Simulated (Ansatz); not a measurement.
# GeS2 in the 2H-MoS2 type structure (space group P6_3/mmc, No. 194; a hypothetical phase, not in the database extracts checked; layered, stacked along the Cartesian z axis)

Space group P6₃/mmc (No. 194); a = b = 3.427 Å, c = 10.622 Å, α = β = 90.00°, γ = 120.00°

```csv
atom,site,symmetry,x,y,z
Ge,2c,-6m2,0.3333,0.6667,0.2500
S,4f,3m.,0.6667,0.3333,0.1059
```

Calculations: DFT with PBE-D3(BJ), PAW potentials and a 420 eV plane-wave cutoff in Ansatz (a quantum-chemistry and plane-wave program), no SOC. Γ-centred 16×16×5 mesh, Fermi–Dirac width 0.05 eV.

```yaml
volume_per_atom: 18.01 Å³
density: 4.20 g/cm³
band_gap: zero
total_energy: -2033.221 eV/atom (σ→0; compares only within this code and set-up)
```

No phonon test of stability was made. The final runs are not spin-polarised.
